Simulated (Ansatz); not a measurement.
Base system: Nb in the bcc (W type) structure (space group Im-3m, No. 229; a = 3.303 Å).

Calculations: Ansatz (a first-principles code), r2SCAN, PAW, cutoff 500 eV, without spin-orbit coupling.

For the base:

- Lattice parameter a = 6.241 bohr

The change: a hydrostatic pressure of 50 GPa.

### Question
How does this affect the lattice parameter a?

### Answer
The lattice parameter a falls by 0.400 bohr, from 6.241 bohr to 5.841 bohr.

Load acts through the strain it causes; cell and atoms are relaxed under it. No phonon test of stability was made. Competing high-pressure phases were not computed. All final runs are without spin polarisation.
